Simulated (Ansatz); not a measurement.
monolayer ZrS₂ under biaxial strain: electron conductivity mass by PBE, rigid bands (plane waves, PAW, scalar-relativistic; Ansatz, a quantum-chemistry and plane-wave program). The unloaded cell, whose axes the loads refer to:

```
ZrS2
1.0
    3.68551     0.00000     0.00000
   -1.84275     3.19174     0.00000
    0.00000     0.00000    18.94732
Zr S
1 2
Direct
  0.00000   0.00000   0.50000
  0.33333   0.66667   0.57643
  0.66667   0.33333   0.42357
```

| biaxial strain (%) | electron conductivity mass (mₑ) |
|---|---|
| -3 | 0.428 |
| -2 | ? |
| -1 | 0.496 |
| 0 | 0.533 |
| 5 | 0.784 |

Fit a straight line to ln(electron conductivity mass) against the load over the rows given, and predict the row at -2 %.

The means are x̄ = 0.250 % and ȳ = -0.6056; Σ(x − x̄)(y − ȳ) = 2.636 and Σ(x − x̄)² = 34.75, so the slope is 7.59 % per % of strain, and the rows given lie within 0.47 % of the line. At -2 % the line gives 0.460 mₑ; the calculation gives 0.461 mₑ, 0.19 % from it.

Masses are for dilute carriers at 300 K, harmonic means over directions unless an axis is named. Spin-orbit coupling is left out. The structure type is held at every load. Geometry: cell and atoms relaxed with PBE.

Model free-standing layer, not matched to a measured one here: monolayer ZrS2.
